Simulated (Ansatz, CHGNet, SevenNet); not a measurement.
## Fluorite PtAl2: properties by level of theory

Reference values: lattice constant a 5.91 Å (measured, temperature not stated, copied from a table, unchecked, no zero-point or thermal correction; as tabulated in Crystal Structures 1, 239 (1963)).

| level (code) | equilibrium lattice constant a (Å) | enthalpy of formation (eV/atom) |
|---|---|---|
| CHGNet-r²SCAN (CHGNet) | 5.900 | -1.038 |
| SevenNet-0 (SevenNet) | 5.948 | -0.950 |
| SevenNet-l3i5 (SevenNet) | 5.946 | -0.921 |
| PBE-D3(BJ) (Ansatz) | 5.885 | -0.826 |
| rVV10 (Ansatz) | 5.981 | -0.835 |
| r²SCAN (Ansatz) | 5.904 | -0.965 |

Machine-learned potentials (CHGNet-r²SCAN, SevenNet-0, SevenNet-l3i5) are trained on DFT data, which may include these solids.

Ansatz's density-functional and Hartree–Fock values are scalar-relativistic unless marked +SOC, with PAW data made under PBE.

Computed values are for the static lattice.

Ansatz is a program for electronic structure.
